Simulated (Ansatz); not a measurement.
Cost and result by functional for the surface energy of the (21-32) surface of hcp Hf in its 1x1 cell, outermost plane spacing 0.65 Å in the ideal cut, in Ansatz (plane waves, PAW). Single points on the PBE structure, on one kind of machine; costs are rough ratios of the slab run's core time (references not counted) to the cheapest single point. r2SCAN's cost holds its higher cutoff (500 against 420 eV). Differences are taken against r2SCAN for comparison alone: no measured value is at hand, so the table doesn't rank accuracy.

Slab: 22 atoms, 10.3 Å thick at the start (thin: gaps and levels are the slab's own); k 7x5x1, smearing 0.1 eV, dipole-corrected; all atoms relaxed; held to the start's symmetry, so lower structures may exist; no spin, no spin-orbit, no U. These notes are the PBE run's.

```json
[
 {"functional": "RPBE", "relative cost": "1", "surface energy (J/m²)": "1.81", "less r2SCAN (J/m²)": "-0.31"},
 {"functional": "PBEsol", "relative cost": "1", "surface energy (J/m²)": "2.10", "less r2SCAN (J/m²)": "-0.02"},
 {"functional": "LDA", "relative cost": "1", "surface energy (J/m²)": "2.15", "less r2SCAN (J/m²)": "0.03"},
 {"functional": "r2SCAN", "relative cost": "2", "surface energy (J/m²)": "2.12", "less r2SCAN (J/m²)": "0.00"},
 {"functional": "PBE (the relaxed run's value)", "relative cost": "–", "surface energy (J/m²)": "1.93", "less r2SCAN (J/m²)": "-0.19"}
]
```

The values span 0.34 J/m², while the single points' costs differ by a factor of roughly 2. Differences are of unrounded values.

Ansatz is a quantum-chemistry and plane-wave program.
